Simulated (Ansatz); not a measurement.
System: AlB2-type ZrB2. Method: PBE (plane waves, PAW; Ansatz, an electronic-structure program).

Settings: plane-wave cutoff 520 eV, 18×18×12 k mesh (along the axes of the cell as run), Fermi–Dirac smearing 0.1 eV, perturbation theory, scalar-relativistic PAW data made under PBE.

Computed at the level's own relaxed cell.

Harmonic phonon frequencies (cm⁻¹; i marks an imaginary mode):

```tsv
q point	frequencies
Γ	0 0 0 448 448 467 551 767 767
M	226 230 291 511 525 533 686 691 721
K	243 262 262 534 534 627 642 642 732
```

No imaginary mode appears at these points.
